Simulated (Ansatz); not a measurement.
Take NaF in the rock salt structure (space group Fm-3m, No. 225; a = 4.7012 Å) as the base.

Computed with PBE, PAW, 420 eV (Ansatz, an electronic-structure program; without spin-orbit coupling).

Before the change:

| Quantity | Value |
|---|---|
| Band gap | 6.09 eV |
| Volume per atom | 12.99 Å³ |

Perturbation: a hydrostatic pressure of 10 GPa.

**Question.** What happens to the band gap?

**Answer.** The band gap rises by 0.887 eV (6.09 eV → 6.97 eV).

**Question.** Estimate the effect on the volume per atom.

**Answer.** The volume per atom falls by 1.88 Å³, from 12.99 Å³ to 11.11 Å³.

Load acts through the strain it causes; cell and atoms are relaxed under it. No phonon test of stability was made. Competing high-pressure phases were not computed.
